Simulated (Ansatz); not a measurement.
Functionals compared on CH3 on the 1x1 (110) surface of bcc W, one in a 2x2 cell, started at the site 'bridge W-W (span 3.2 Å)', in Ansatz (plane waves, PAW). The structure was relaxed with PBE; the other rows are single points on it, each with its references at the same level. Cutoff 420 eV (500 eV for r2SCAN).

Model: 20-atom slab, 6.6 Å thick at the start under the adsorbate (thin: gaps and levels are the slab's own), 6x6x1 mesh, Fermi-Dirac 0.1 eV, dipole correction, 8 atoms held, the rest relaxed; no symmetry held; no spin, no spin-orbit, no U, no dispersion correction. At the end it is bonded to 3 W. In PBE it is, or lies within 0.03 eV of, the lowest of the starts that converged. These notes are the PBE run's. Adsorption energies are against CH4(g) − ½ H2(g). A negative adsorption energy means that the adsorbate is more stable on the surface than in its reference.

```csv
functional,adsorption energy (eV),work function of the top face (eV),change of the work function (eV),rough cost of the single point
PBE,-0.01,3.70,-1.12,–
RPBE,0.29,3.60,-1.09,very roughly 4 core-minutes
r2SCAN,-0.18,3.71,-1.18,around 7 core-minutes (rough)
```

Ansatz is a program for electronic structure.
